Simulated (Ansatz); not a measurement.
WSi2, response to strain

The parent structure is WSi2 (space group I4/mmm, No. 139; a = 3.229 Å, c = 7.870 Å; relaxed with 0.1 eV smearing). Axes: x, y, z lie along a, b, c of the conventional cell.

Strains are applied to the cell and any free atomic positions relax.

Method: Ansatz (a first-principles code), PBE, PAW, cutoff 420 eV, no SOC.

Notes on the quantities. energy relative to the base: free energy F.

```tsv
variant	shortest interatomic distance	energy relative to the base
base	2.605 Å	0 meV/atom
uniaxial strain ε_zz = −3.00 %	2.532 Å	+22 meV/atom
uniaxial strain ε_zz = −2.00 %	2.557 Å	+9.5 meV/atom
uniaxial strain ε_zz = −1.50 %	2.568 Å	+5.2 meV/atom
uniaxial strain ε_zz = −1.00 %	2.581 Å	+2.3 meV/atom
uniaxial strain ε_zz = −0.50 %	2.593 Å	+0.6 meV/atom
uniaxial strain ε_zz = +0.50 %	(withheld)	+0.6 meV/atom
uniaxial strain ε_zz = +1.00 %	2.628 Å	+2.2 meV/atom
uniaxial strain ε_zz = +2.50 %	2.642 Å	+13 meV/atom
uniaxial strain ε_zz = +3.00 %	2.645 Å	+18 meV/atom
```

### Question
Some entries are withheld; estimate them.

### Answer

- uniaxial strain ε_zz = +0.50 %, shortest interatomic distance: 2.616 Å

Stability against distortions was not tested. The final runs are not spin-polarised.
